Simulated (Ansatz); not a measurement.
**By hand: formation energy of Os_Al in Al (fcc, Fm-3m)**

This concerns the formation energy of Os_Al in Al (fcc, Fm-3m). Reaction: Os (hcp) + 63 Al (fcc) → cell A.

A: a supercell of 64 sites of Al (fcc, Fm-3m) with Os on an Al site (12 Al at 2.79 Å); spin state with PBE: run without spin.

Ansatz (an electronic-structure program) with PAW potentials; structures come from PBE relaxations, nuclei static, no net charge. Ansatz runs with its PAW set soft_1. Other levels take these structures. The lattices are those relaxed with PBE, so at other levels the solids can be strained. Larger cells are relaxed from a start prepared with the learned potential CHGNet, on a coarser mesh till forces fall under 0.03 eV/Å, which some starts already meet. A dispersion term (D3(BJ), or D4 for r2SCAN) was computed beside these levels and is taken off wherever the name lacks it. Space groups of crystals are read within 0.01 Å. The runs are scalar-relativistic, without spin-orbit coupling. Mesh and cell size may move defect energies by 0.1 eV or more. Cell A has symmetry Fm-3m within 0.02 Å and got no random move, so less symmetric positions, which may lie lower, weren't tried.

Total energies of the cells in eV, at zero smearing width. They compare only within one column; the weights balance every element.

| cell | atoms | weight | r2SCAN |
|---|---|---|---|
| A: Al:Os_Al | 64 | +1 | -45445.75681 |
| Os (hcp) | 2 | −1/2 | -22797.63129 |
| Al (fcc) | 64 | −63/64 | -34586.38514 |

r2SCAN: (-45445.75681) − 1/2 × (-22797.63129) − 63/64 × (-34586.38514) = -0.968 eV.
